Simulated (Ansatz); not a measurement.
Si well of 9 atomic layers along [001] in random Si0.8Ge0.2, interfaces graded over 8 layers

Prepared with Tersoff's 1989 multicomponent potential (SiCGe.tersoff) run with LAMMPS: minimisation. Geometry as solved with PBE, support functions at accuracy medium on the grid of 370 eV (Ansatz, a program for electronic structure).

```xyz
648
Lattice="16.58 0.00 0.00 0.00 16.58 0.00 0.00 0.00 49.54" Properties=species:S:1:pos:R:3 pbc="T T T"
Si     0.01    -0.01    -0.01
Si     1.36     1.39     1.36
Si     2.73     2.75    -0.03
Ge     4.11     4.19     1.35
Si     2.71     0.03     2.75
Ge     4.10     1.40     4.17
Si     0.02     2.76     2.78
Si     1.40     4.13     4.14
Si    -0.04     0.04     5.58
Si     1.36     1.41     6.94
Si     2.73     2.80     5.58
Si     4.15     4.16     6.94
Si     2.76     0.04     8.28
Si     4.15     1.40     9.64
Si    -0.02     2.77     8.33
Si     1.36     4.16     9.67
Ge    -0.04     0.02    11.13
Si     1.38     1.40    12.52
Ge     2.76     2.77    11.07
Si     4.21     4.13    12.45
Si     2.74     0.03    13.89
Si     4.15     1.39    15.23
Si    -0.02     2.77    13.86
Si     1.36     4.11    15.25
Si    -0.01     0.01    16.60
Si     1.38     1.38    17.96
Si     2.76     2.76    16.60
Si     4.14     4.14    17.96
Si     2.76     0.00    19.32
Si     4.14     1.38    20.68
Si     0.00     2.76    19.32
Si     1.38     4.13    20.69
Si     0.01     0.00    22.05
Si     1.39     1.38    23.41
Si     2.76     2.76    22.05
Si     4.15     4.14    23.41
Si     2.77     0.00    24.78
Si     4.14     1.39    26.14
Si     0.01     2.77    24.77
Si     1.39     4.14    26.14
Si     0.00     0.01    27.49
Si     1.38     1.38    28.87
Si     2.76     2.76    27.51
Si     4.12     4.13    28.90
Si     2.75     0.01    30.25
Si     4.14     1.40    31.61
Si     0.01     2.76    30.22
Si     1.37     4.15    31.60
Si    -0.01    -0.02    32.98
Ge     1.38     1.39    34.38
Si     2.76     2.79    32.96
Si     4.12     4.17    34.33
Si     2.76     0.00    35.80
Si     4.12     1.37    37.16
Si    -0.02     2.80    35.77
Si     1.39     4.16    37.11
Si     0.02     0.01    38.50
Si     1.42     1.35    39.86
Si     2.74     2.77    38.50
Si     4.08     4.15    39.88
Si     2.76    -0.03    41.26
Si     4.10     1.35    42.66
Ge     0.04     2.73    41.28
Si     1.41     4.17    42.67
Si     0.03    -0.01    44.01
Si     1.39     1.37    45.38
Si     2.76     2.77    44.03
Si     4.13     4.15    45.40
Si     2.75    -0.01    46.76
Si     4.09     1.40    48.12
Ge     0.00     2.78    46.78
Si     1.39     4.18    48.19
Si     0.00     5.53     0.02
Si     1.38     6.91     1.39
Si     2.76     8.28     0.01
Si     4.16     9.64     1.36
Si     2.74     5.55     2.79
Si     4.15     6.91     4.15
Si     0.02     8.26     2.78
Si     1.39     9.62     4.15
Ge     0.01     5.51     5.55
Si     1.44     6.89     6.93
Si     2.77     8.26     5.52
Ge     4.15     9.66     6.94
Si     2.78     5.53     8.33
Si     4.16     6.90     9.72
Ge     0.04     8.24     8.36
Si     1.40     9.68     9.74
Si    -0.04     5.49    11.06
Ge     1.35     6.92    12.44
Si     2.79     8.31    11.07
Si     4.14     9.63    12.51
Ge     2.79     5.49    13.85
Si     4.19     6.89    15.22
Si    -0.04     8.33    13.85
Si     1.35     9.70    15.20
Si    -0.01     5.52    16.59
Si     1.35     6.88    17.98
Ge     2.74     8.27    16.57
Ge     4.16     9.70    17.99
Si     2.76     5.51    19.33
Si     4.14     6.89    20.69
Si     0.00     8.29    19.33
Si     1.37     9.68    20.69
Si     0.00     5.53    22.04
Si     1.38     6.91    23.39
Si     2.77     8.29    22.04
Si     4.14     9.68    23.41
Si     2.76     5.53    24.76
Si     4.12     6.93    26.11
Si     0.01     8.29    24.75
Si     1.36     9.67    26.13
Si     0.01     5.52    27.50
Si     1.38     6.91    28.86
Si     2.75     8.29    27.49
Si     4.13     9.66    28.86
Si     2.75     5.53    30.24
Si     4.13     6.91    31.60
Si     0.01     8.29    30.25
Si     1.39     9.66    31.61
Si     0.01     5.53    32.98
Si     1.41     6.90    34.33
Si     2.78     8.30    32.98
Si     4.14     9.68    34.36
Si     2.76     5.54    35.72
Si     4.10     6.95    37.10
Ge     0.01     8.30    35.73
Si     1.41     9.70    37.14
Si     0.04     5.56    38.47
Si     1.39     6.92    39.88
Si     2.76     8.31    38.51
Si     4.16     9.68    39.88
Si     2.75     5.54    41.27
Si     4.14     6.92    42.63
Si     0.04     8.30    41.27
Si     1.41     9.69    42.63
Si    -0.01     5.52    44.02
Ge     1.40     6.92    45.42
Si     2.79     8.31    43.99
Si     4.17     9.66    45.36
Si     2.79     5.52    46.82
Si     4.14     6.94    48.15
Si    -0.01     8.29    46.84
Si     1.37     9.66    48.20
Si     0.01    11.07    -0.02
Si     1.35    12.45     1.37
Si     2.73    13.80    -0.01
Ge     4.12    15.18     1.42
Ge     2.77    11.04     2.76
Si     4.19    12.42     4.17
Si    -0.04    13.81     2.73
Ge     1.33    15.22     4.15
Ge     0.02    11.07     5.52
Si     1.37    12.43     6.97
Ge     2.78    13.81     5.57
Si     4.14    15.23     6.97
Si     2.72    11.04     8.33
Ge     4.12    12.42     9.72
Si    -0.04    13.80     8.30
Ge     1.38    15.20     9.68
Si    -0.02    11.05    11.07
Ge     1.36    12.44    12.49
Si     2.75    13.83    11.10
Ge     4.13    15.20    12.50
Si     2.78    11.03    13.87
Si     4.14    12.44    15.22
Si    -0.03    13.85    13.88
Si     1.36    15.22    15.24
Si    -0.01    11.07    16.59
Si     1.37    12.45    17.95
Si     2.76    13.82    16.58
Si     4.14    15.21    17.94
Si     2.73    11.09    19.35
Si     4.14    12.47    20.69
Si     0.00    13.82    19.31
Si     1.38    15.20    20.68
Si    -0.01    11.06    22.05
Si     1.37    12.44    23.40
Si     2.75    13.83    22.05
Si     4.14    15.21    23.41
Si     2.74    11.05    24.77
Si     4.13    12.43    26.12
Si     0.00    13.82    24.77
Si     1.38    15.20    26.14
Si     0.00    11.06    27.50
Si     1.41    12.41    28.85
Si     2.77    13.82    27.50
Si     4.12    15.22    28.88
Si     2.76    11.04    30.23
Si     4.13    12.43    31.60
Ge     0.00    13.81    30.23
Si     1.39    15.21    31.63
Si     0.00    11.04    32.98
Si     1.40    12.40    34.33
Si     2.74    13.80    32.96
Ge     4.14    15.19    34.37
Si     2.77    11.05    35.74
Si     4.14    12.42    37.13
Ge     0.02    13.82    35.73
Si     1.40    15.21    37.16
Si     0.03    11.06    38.51
Si     1.40    12.44    39.88
Si     2.78    13.81    38.51
Si     4.14    15.17    39.90
Si     2.78    11.07    41.25
Si     4.15    12.44    42.63
Si     0.03    13.83    41.25
Si     1.39    15.19    42.63
Si     0.05    11.07    44.00
Si     1.38    12.47    45.38
Si     2.76    13.82    44.00
Si     4.12    15.20    45.38
Ge     2.77    11.04    46.78
Si     4.14    12.42    48.21
Si     0.02    13.82    46.78
Si     1.39    15.20    48.15
Ge     5.53     0.03    -0.03
Si     6.91     1.39     1.40
Ge     8.32     2.77     0.01
Si     9.68     4.19     1.42
Ge     8.27     0.00     2.82
Si     9.69     1.38     4.21
Ge     5.55     2.81     2.78
Si     6.93     4.22     4.18
Ge     5.54    -0.01     5.58
Si     6.90     1.42     6.97
Ge     8.31     2.80     5.58
Si     9.71     4.18     6.99
Ge     8.32     0.02     8.33
Si     9.71     1.42     9.75
Si     5.53     2.80     8.31
Si     6.92     4.15     9.70
Ge     5.55     0.03    11.06
Si     6.94     1.41    12.47
Si     8.30     2.78    11.10
Si     9.65     4.14    12.49
Si     8.28    -0.02    13.81
Ge     9.67     1.38    15.21
Si     5.55     2.76    13.85
Si     6.91     4.15    15.22
Si     5.53     0.01    16.58
Si     6.90     1.38    17.96
Si     8.27     2.78    16.61
Si     9.67     4.16    17.95
Si     8.29     0.00    19.31
Si     9.67     1.38    20.68
Si     5.52     2.76    19.32
Si     6.91     4.15    20.68
Si     5.52     0.00    22.04
Si     6.90     1.39    23.39
Si     8.29     2.77    22.04
Si     9.68     4.14    23.40
Si     8.31     0.03    24.73
Si     9.68     1.38    26.12
Si     5.53     2.75    24.77
Si     6.93     4.12    26.11
Si     5.50     0.03    27.53
Si     6.90     1.40    28.87
Si     8.29     2.75    27.49
Si     9.66     4.15    28.85
Si     8.31     0.02    30.20
Si     9.66     1.41    31.58
Si     5.53     2.77    30.25
Si     6.90     4.16    31.61
Si     5.52     0.04    32.98
Si     6.93     1.38    34.33
Si     8.29     2.77    32.97
Si     9.70     4.13    34.33
Si     8.29    -0.02    35.69
Ge     9.70     1.35    37.08
Ge     5.50     2.75    35.73
Si     6.88     4.14    37.12
Si     5.49    -0.02    38.53
Si     6.87     1.31    39.90
Ge     8.23     2.73    38.51
Ge     9.66     4.14    39.93
Si     8.27    -0.02    41.28
Si     9.66     1.36    42.64
Ge     5.48     2.74    41.26
Ge     6.90     4.19    42.67
Si     5.50    -0.04    43.99
Ge     6.90     1.36    45.40
Si     8.32     2.76    44.01
Si     9.65     4.17    45.37
Si     8.32    -0.04    46.79
Si     9.67     1.36    48.14
Si     5.47     2.77    46.76
Ge     6.87     4.18    48.14
Si     5.52     5.61    -0.01
Si     6.90     6.93     1.40
Si     8.23     8.30    -0.01
Ge     9.65     9.66     1.39
Si     8.29     5.56     2.78
Si     9.70     6.88     4.16
Si     5.52     8.29     2.77
Si     6.89     9.68     4.13
Si     5.51     5.54     5.55
Si     6.89     6.88     6.95
Ge     8.29     8.29     5.55
Si     9.68     9.69     6.96
Si     8.29     5.54     8.33
Si     9.65     6.94     9.69
Si     5.55     8.26     8.35
Si     6.95     9.64     9.69
Si     5.55     5.53    11.08
Si     6.93     6.90    12.45
Si     8.30     8.29    11.09
Si     9.68     9.67    12.45
Si     8.28     5.52    13.85
Si     9.67     6.90    15.22
Si     5.53     8.25    13.83
Ge     6.93     9.68    15.21
Si     5.54     5.51    16.60
Si     6.92     6.89    17.96
Si     8.32     8.27    16.61
Si     9.69     9.68    17.95
Si     8.30     5.53    19.33
Si     9.69     6.91    20.69
Si     5.54     8.24    19.33
Ge     6.92     9.67    20.69
Si     5.53     5.52    22.05
Si     6.91     6.90    23.41
Si     8.32     8.27    22.08
Si     9.68     9.67    23.42
Si     8.30     5.52    24.77
Si     9.68     6.91    26.13
Si     5.53     8.29    24.76
Si     6.91     9.66    26.13
Ge     5.52     5.53    27.50
Si     6.92     6.94    28.89
Si     8.30     8.29    27.50
Si     9.71     9.65    28.84
Si     8.27     5.51    30.22
Ge     9.69     6.90    31.60
Si     5.51     8.29    30.23
Si     6.84     9.68    31.61
Si     5.51     5.54    32.97
Si     6.84     6.91    34.37
Ge     8.25     8.32    33.02
Si     9.67     9.74    34.37
Ge     8.28     5.52    35.73
Si     9.64     6.95    37.12
Si     5.50     8.31    35.75
Si     6.90     9.68    37.12
Ge     5.50     5.56    38.51
Si     6.92     6.95    39.90
Si     8.27     8.31    38.51
Si     9.65     9.69    39.88
Si     8.29     5.60    41.28
Si     9.66     6.95    42.66
Si     5.52     8.31    41.27
Si     6.90     9.68    42.63
Si     5.48     5.57    44.05
Si     6.89     6.94    45.39
Si     8.27     8.30    44.02
Si     9.66     9.66    45.39
Si     8.28     5.54    46.72
Ge     9.67     6.92    48.15
Si     5.51     8.30    46.77
Si     6.87     9.68    48.15
Si     5.52    11.04     0.01
Si     6.89    12.42     1.40
Si     8.24    13.78     0.01
Ge     9.67    15.15     1.40
Si     8.27    11.07     2.79
Si     9.65    12.42     4.17
Si     5.55    13.79     2.81
Si     6.91    15.14     4.20
Si     5.56    11.06     5.54
Si     6.95    12.40     6.91
Si     8.31    13.80     5.56
Si     9.69    15.18     6.93
Si     8.31    11.05     8.33
Si     9.67    12.44     9.71
Ge     5.57    13.82     8.31
Si     6.96    15.18     9.73
Ge     5.57    11.01    11.13
Si     6.96    12.46    12.50
Si     8.32    13.82    11.10
Si     9.69    15.20    12.46
Si     8.35    11.08    13.83
Si     9.69    12.46    15.22
Si     5.55    13.80    13.87
Si     6.91    15.21    15.22
Si     5.54    11.10    16.59
Si     6.92    12.47    17.95
Si     8.30    13.84    16.58
Si     9.67    15.19    17.96
Si     8.31    11.08    19.29
Si     9.68    12.44    20.68
Si     5.53    13.83    19.31
Si     6.91    15.21    20.68
Si     5.50    11.08    22.06
Si     6.91    12.44    23.41
Si     8.29    13.82    22.04
Si     9.68    15.20    23.39
Si     8.29    11.06    24.77
Si     9.68    12.44    26.13
Si     5.50    13.80    24.75
Ge     6.91    15.22    26.13
Si     5.49    11.02    27.46
Ge     6.88    12.45    28.83
Si     8.33    13.83    27.49
Si     9.69    15.20    28.86
Ge     8.32    11.04    30.26
Si     9.71    12.46    31.64
Si     5.47    13.83    30.23
Ge     6.92    15.20    31.61
Si     5.50    11.06    32.99
Si     6.90    12.41    34.36
Si     8.30    13.78    33.01
Si     9.66    15.16    34.37
Si     8.28    11.07    35.75
Si     9.67    12.43    37.12
Si     5.52    13.76    35.74
Ge     6.90    15.18    37.12
Si     5.53    11.05    38.50
Si     6.91    12.43    39.88
Si     8.30    13.79    38.52
Si     9.64    15.22    39.87
Si     8.27    11.05    41.26
Si     9.63    12.40    42.68
Si     5.53    13.80    41.26
Si     6.90    15.17    42.64
Si     5.53    11.06    43.99
Si     6.91    12.40    45.38
Si     8.27    13.81    44.03
Si     9.67    15.19    45.38
Si     8.26    11.01    46.75
Ge     9.65    12.41    48.14
Ge     5.52    13.80    46.78
Si     6.94    15.19    48.16
Ge    11.09     0.02     0.00
Si    12.50     1.40     1.40
Si    13.88     2.75     0.04
Si    15.23     4.15     1.41
Si    13.87     0.02     2.76
Si    15.21     1.40     4.16
Ge    11.09     2.78     2.81
Si    12.48     4.19     4.20
Si    11.03    -0.01     5.56
Ge    12.44     1.39     6.94
Si    13.84     2.78     5.54
Si    15.18     4.12     6.95
Si    13.83    -0.02     8.35
Si    15.18     1.41     9.70
Si    11.06     2.79     8.36
Si    12.46     4.13     9.71
Si    11.07     0.01    11.10
Si    12.44     1.39    12.47
Si    13.81     2.76    11.09
Si    15.19     4.13    12.47
Si    13.80     0.01    13.86
Si    15.20     1.38    15.22
Si    11.08     2.79    13.82
Si    12.45     4.15    15.20
Si    11.05    -0.05    16.59
Ge    12.44     1.38    17.96
Si    13.84     2.78    16.56
Si    15.20     4.14    17.95
Si    13.85    -0.02    19.35
Si    15.21     1.38    20.69
Si    11.03     2.79    19.34
Si    12.44     4.15    20.69
Si    11.06     0.01    22.04
Si    12.44     1.38    23.41
Si    13.82     2.76    22.04
Si    15.20     4.14    23.40
Si    13.82     0.00    24.77
Si    15.21     1.39    26.12
Si    11.07     2.77    24.77
Si    12.44     4.16    26.13
Si    11.05    -0.02    27.46
Ge    12.44     1.39    28.86
Si    13.85     2.79    27.47
Si    15.21     4.15    28.86
Si    13.85    -0.02    30.24
Si    15.24     1.35    31.58
Si    11.03     2.80    30.24
Si    12.44     4.16    31.59
Ge    11.05    -0.01    32.98
Si    12.46     1.38    34.38
Ge    13.85     2.76    32.97
Si    15.24     4.18    34.38
Si    13.82     0.00    35.74
Si    15.21     1.37    37.12
Si    11.08     2.78    35.70
Si    12.47     4.13    37.06
Si    11.07    -0.04    38.51
Si    12.45     1.37    39.87
Si    13.79     2.73    38.45
Ge    15.22     4.13    39.82
Si    13.86     0.03    41.24
Si    15.21     1.36    42.67
Si    11.06     2.70    41.27
Ge    12.42     4.12    42.68
Si    11.03     0.02    44.04
Si    12.46     1.36    45.39
Si    13.84     2.74    44.05
Si    15.18     4.17    45.38
Si    13.87     0.02    46.75
Si    15.21     1.37    48.18
Ge    11.05     2.76    46.76
Ge    12.48     4.17    48.21
Si    11.06     5.55     0.05
Si    12.45     6.90     1.40
Si    13.80     8.26    -0.01
Ge    15.21     9.67     1.39
Si    13.83     5.52     2.77
Si    15.21     6.89     4.12
Si    11.05     8.24     2.77
Ge    12.39     9.68     4.15
Si    11.06     5.52     5.57
Si    12.40     6.87     6.98
Ge    13.80     8.23     5.56
Ge    15.19     9.68     6.98
Si    13.80     5.50     8.32
Si    15.18     6.85     9.70
Si    11.05     8.30     8.32
Si    12.40     9.69     9.70
Ge    11.05     5.53    11.08
Si    12.43     6.91    12.51
Ge    13.81     8.29    11.09
Si    15.20     9.71    12.47
Si    13.83     5.53    13.84
Si    15.21     6.91    15.22
Si    11.03     8.28    13.83
Ge    12.44     9.68    15.21
Si    11.06     5.52    16.58
Si    12.44     6.90    17.95
Si    13.84     8.27    16.61
Si    15.21     9.67    17.96
Si    13.82     5.52    19.32
Si    15.19     6.91    20.68
Si    11.06     8.29    19.32
Si    12.44     9.67    20.68
Si    11.07     5.53    22.05
Si    12.44     6.92    23.41
Si    13.82     8.29    22.04
Si    15.20     9.67    23.41
Si    13.83     5.53    24.76
Si    15.23     6.89    26.11
Si    11.06     8.29    24.78
Si    12.43     9.70    26.12
Si    11.05     5.52    27.50
Si    12.44     6.89    28.88
Ge    13.84     8.29    27.50
Si    15.23     9.70    28.90
Si    13.83     5.53    30.24
Si    15.21     6.91    31.61
Si    11.09     8.30    30.22
Si    12.44     9.67    31.61
Si    11.10     5.51    32.99
Si    12.47     6.89    34.34
Si    13.82     8.29    32.97
Si    15.18     9.69    34.34
Si    13.85     5.54    35.73
Si    15.20     6.90    37.13
Ge    11.07     8.30    35.73
Si    12.48     9.70    37.12
Ge    11.06     5.53    38.45
Ge    12.44     7.00    39.88
Si    13.87     8.34    38.47
Si    15.27     9.65    39.86
Ge    13.85     5.56    41.28
Si    15.25     6.95    42.67
Si    11.01     8.35    41.29
Si    12.41     9.65    42.68
Si    11.03     5.56    44.04
Si    12.44     6.91    45.40
Si    13.80     8.27    44.02
Ge    15.20     9.69    45.41
Si    13.84     5.56    46.77
Si    15.20     6.90    48.18
Si    11.08     8.31    46.76
Si    12.45     9.66    48.16
Si    11.07    11.02    -0.02
Ge    12.46    12.43     1.37
Si    13.88    13.82    -0.01
Si    15.22    15.22     1.37
Si    13.83    11.07     2.80
Si    15.19    12.47     4.14
Si    11.05    13.77     2.80
Ge    12.45    15.21     4.15
Si    11.00    11.07     5.56
Ge    12.43    12.46     6.94
Si    13.86    13.84     5.55
Si    15.20    15.21     6.95
Si    13.80    11.07     8.38
Si    15.18    12.44     9.72
Si    11.04    13.85     8.35
Si    12.43    15.21     9.72
Si    11.05    11.06    11.08
Si    12.43    12.44    12.45
Si    13.80    13.82    11.09
Si    15.15    15.19    12.51
Si    13.83    11.10    13.82
Si    15.19    12.45    15.23
Si    11.06    13.82    13.83
Si    12.44    15.19    15.22
Si    11.04    11.09    16.61
Si    12.44    12.45    17.97
Si    13.81    13.82    16.59
Si    15.20    15.20    17.96
Si    13.82    11.06    19.31
Si    15.20    12.44    20.68
Si    11.06    13.83    19.33
Si    12.44    15.20    20.69
Si    11.06    11.05    22.04
Si    12.44    12.44    23.40
Si    13.82    13.82    22.04
Si    15.20    15.20    23.41
Si    13.82    11.06    24.76
Si    15.20    12.44    26.14
Si    11.06    13.82    24.75
Si    12.44    15.19    26.12
Si    11.07    11.07    27.49
Si    12.44    12.43    28.87
Si    13.81    13.82    27.49
Si    15.19    15.21    28.83
Si    13.82    11.06    30.26
Si    15.19    12.42    31.64
Si    11.07    13.82    30.23
Si    12.47    15.17    31.59
Si    11.08    11.07    33.00
Si    12.44    12.45    34.38
Si    13.82    13.81    33.00
Si    15.18    15.21    34.34
Si    13.83    11.07    35.73
Si    15.23    12.39    37.11
Si    11.05    13.81    35.75
Si    12.43    15.21    37.09
Si    11.03    11.02    38.46
Ge    12.42    12.41    39.86
Ge    13.86    13.84    38.47
Si    15.25    15.23    39.90
Ge    13.86    11.01    41.29
Si    15.27    12.44    42.63
Ge    10.99    13.81    41.27
Ge    12.45    15.24    42.64
Si    11.04    11.04    44.04
Si    12.42    12.40    45.42
Ge    13.87    13.80    44.06
Si    15.26    15.22    45.43
Si    13.80    11.08    46.82
Si    15.23    12.44    48.15
Si    11.05    13.80    46.73
Ge    12.49    15.17    48.11
```
